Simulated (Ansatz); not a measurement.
A self-consistent single point of MgMn2P2 (P1, 5 atoms in the cell) with Ansatz (a quantum-chemistry and plane-wave program).

Level of theory: PBE (plane waves, PAW; Ansatz).

The change in words: lattice scaled by 0.985; basis.ecutwfc: 420 eV → 250 eV. Reference geometry:
```xyz
5
Lattice="3.9636 0.0000 0.0000 -1.9818 3.4326 0.0000 0.0000 0.0000 6.8571" Properties=species:S:1:pos:R:3 pbc="T T T"
Mg     0.0218     0.0407     0.0214
Mn     0.0346     2.2408     4.3045
Mn     1.9367     1.1589     2.5360
P     -0.0153     2.2834     1.7796
P      1.9858     1.1414     5.0727
```
Moments meant for the start (each program seeds them in its own way; μB, in the order of the atoms Mg Mn Mn P P): 0.0 4.0 4.0 0.0 0.0.

Reference input (self-consistent single point, DFT, PBE, plane waves, default PAW files): basis.ecutwfc = 420 eV; kpoints.mp_grid.grid = 5 5 3; hamiltonian.xc = pbe; hamiltonian.pseudopotentials = {kind: paw} (the program's default PAW files); magnetization.spin_polarized = true; scf.occupations.method = gaussian; scf.occupations.width = 0.136 eV. This run's input differs from it in these lines:

Ansatz 0.2 input:
```diff
@@ -2,5 +2,5 @@
   lattice:
-    - [3.963611, 0.000000, 0.000000]
-    - [-1.981805, 3.432588, 0.000000]
-    - [0.000000, 0.000000, 6.857142]
+    - [3.904157, 0.000000, 0.000000]
+    - [-1.952078, 3.381099, 0.000000]
+    - [0.000000, 0.000000, 6.754285]
   atoms:
@@ -12,3 +12,3 @@
 basis:
-  ecutwfc: 420.0 eV
+  ecutwfc: 250.0 eV
 kpoints:
```

Log, with long lists cut:

```
SCF iter   1: F=—  HF=-11230.305011 eV  |F-HF|=—  |Δ(HF+E_count)|=         —  Δρ=5.56e-2 (↑5.56e-2 ↓5.42e-2)  dr2=1.24e0  dr2_m=2.24e0  M=5.583 μB ∫|m|=6.011 μB  β_m=0.30  ethr=2.45e-3  ⟨swp⟩=1.0  Hψ=13837  notcnv=0
Mixer restart at iter 1: flushing history
all-band conjugate gradients solve this SCF's bands
preconditioner: auto → Kerker (q_TF=auto, 2.478 Å⁻¹)
spin=Collinear: Kerker preconditioning applied to the charge; magnetization (m = ρ↑ − ρ↓) channel mixes plain (no charge-response kernel on spin).
   [... lines left out ...]
SCF iter  24: F=—  HF=-11231.453488 eV  |F-HF|=—  |Δ(HF+E_count)|=  6.20e-10  Δρ=5.83e-6 (↑5.83e-6 ↓4.92e-6)  dr2=1.27e-7  dr2_m=6.91e-9  M=0.028 μB ∫|m|=7.443 μB  β_m=0.80  ethr=7.16e-11  ⟨swp⟩=2.2  Hψ=3782  notcnv=0  defer=296
SCF iter  25: F=-11231.453488 eV  HF=-11231.453488 eV  |F-HF|=4.53e-8  |Δ(HF+E_count)|=   2.76e-9  Δρ=3.63e-6 (↑3.63e-6 ↓2.84e-6)  dr2=4.95e-8  dr2_m=2.15e-9  M=0.028 μB ∫|m|=7.443 μB  ethr=7.16e-11  ⟨swp⟩=8.8  Hψ=10568  notcnv=0
SCF 1 converged in 25 iterations: F = -11231.453488 eV  dr2 = 4.95e-8
WARN: the starting moments were not kept: 1 of 2 ended reversed and 1 kept their direction, counting a site from 0.1 μB …
   [... lines left out ...]
Absolute magnetization: 7.4432 μB (∫|ρ↑−ρ↓|, with the PAW one-centre terms)
Free energy (F): -11231.453488 eV
Fermi energy:    9.553208 eV
   [... lines left out ...]
  atom   5  P      0.18003485    -0.22577977    -0.10789136
--- Stress (GPa, compression-positive) ---
        0.179092      -0.915021      -0.170978
       -0.915021      -1.517410       0.002305
       -0.170978       0.002305     -10.038851
  P = ⅓ Tr σ = -3.7924 GPa (-37.924 kbar)
  The stress holds the Pulay correction. Without it, at fixed plane waves, as pw.x and ABINIT print it: P = -40.8053 GPa
```

The run converged in 25 iterations. Against the reference run the free energy rises by 612 meV/atom, the pressure goes from -6.50 to -3.79 GPa and the largest force goes from 0.731 to 0.851 eV/Å.

The starting cell was generated: these elements placed on a structure prototype, without a prior relaxation; it need not be a known phase or ordering of this composition. Its atoms were displaced at random from the sites of space group no. 164. For this run, on top of that: lattice scaled by 0.985. The magnetic order is the one reached from the typed start; others were not searched systematically. The program warned that a starting moment was not kept. Ansatz's pressure includes its estimate of the finite-basis (Pulay) stress. Without the estimate this run gives -40.81 GPa. The cutoff lies below the one recommended for these files.
